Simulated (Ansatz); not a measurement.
**The (331) surface of germanium, H on every dangling bond (bottom of the slab: built like the top, H on every dangling bond, free)**

All values below come from r2SCAN, at the PBE geometry (plane waves to 500 eV, PAW; Ansatz, an electronic-structure program).

Slab: 40 atoms, 11.2 Å thick at the start with caps and adatoms (thin: gaps and levels are the slab's own); k 4x4x1, smearing 0.025 eV, dipole-corrected; single point; on the structure that PBE left under its start's symmetry; no spin, no spin-orbit, no U.

```
Item                                                               Value
-----------------------------------------------  -----------------------
gap of the slab on its k-mesh                                    0.91 eV
highest filled level below the top vacuum level                  4.59 eV
cost                                             roughly 16 core-minutes
```
